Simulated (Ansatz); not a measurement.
How the lattice parameter c of BN (model structure, P6₂22, No. 180, 6 atoms in the cell) moves with the method

No measured value is used here.

```json
[
 {"level (code)": "LDA (Ansatz)", "value (Å)": "5.756"},
 {"level (code)": "PBE (Ansatz)", "value (Å)": "5.830"},
 {"level (code)": "PBEsol (Ansatz)", "value (Å)": "5.797"},
 {"level (code)": "PBE-D3(BJ) (Ansatz)", "value (Å)": "5.799"},
 {"level (code)": "r²SCAN+rVV10 (Ansatz)", "value (Å)": "5.817"}
]
```

Cutoffs differ between the levels. Ansatz's density-functional and Hartree–Fock values are scalar-relativistic unless marked +SOC, with PAW data made under PBE.

A model structure was made by putting elements into a prototype or built by hand; it is no filed structure, need not be a known phase, and can be a saddle point held by its symmetry.

Ansatz is a program for electronic structure.
